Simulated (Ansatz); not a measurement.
Structures of equal composition on the (100) surface of rock-salt TiC: W on all Ti sites of the second plane; W on all Ti sites of the top plane. The slabs share one bottom face, and each structure is named by its start. These are constructed structures in small cells; real faces may alloy, dewet or reconstruct in larger ones, and not all known structures of the face are among them. Slabs of about 13 Å, Fermi-Dirac smearing of 0.1 eV. Bottom of the slabs: a bare face, its two planes held. Relaxed from the named starts with such symmetry as they have, on meshes of like density; energies extrapolated to zero smearing; spin only where a row says so; no spin-orbit coupling, no U. Brackets mark spin-polarised runs, whose order is one that fits the cell.

These are PBE (plane waves to 420 eV, PAW; Ansatz, an electronic-structure program) values and carry that method's errors.

Q: Rank these by energy per 1x1 cell (lowest first), as PBE gives it.

A: W on all Ti sites of the top plane (0.000 eV), W on all Ti sites of the second plane (0.231 eV)
